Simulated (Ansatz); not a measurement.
System: AlB2-type ZrB2. Method: PBE in Ansatz (plane waves, PAW).

Settings: plane-wave cutoff 500 eV, 18×18×12 k mesh (along the axes of the cell as run), Fermi–Dirac smearing 0.05 eV, scalar-relativistic PAW data made under PBE.

Computed at the level's own relaxed cell.

### Question
Give the computed volume per atom, lattice parameter a and c axis length.

### Answer

- volume per atom: 10.28 Å³/atom
- lattice parameter a: 3.171 Å
- c axis length: 3.542 Å

Measured, for comparison: lattice constant a 3.17 Å, lattice parameter c 3.532 Å (room temperature, no zero-point or thermal correction; as tabulated in Zhang et al. (2020), arXiv:1911.03307). Computed (rounded) less measured: lattice constant a 0.0 %, lattice parameter c +0.3 %.

Computed values are for the static lattice.

The result took around 28 core-seconds (rough).

Ansatz is a first-principles code.
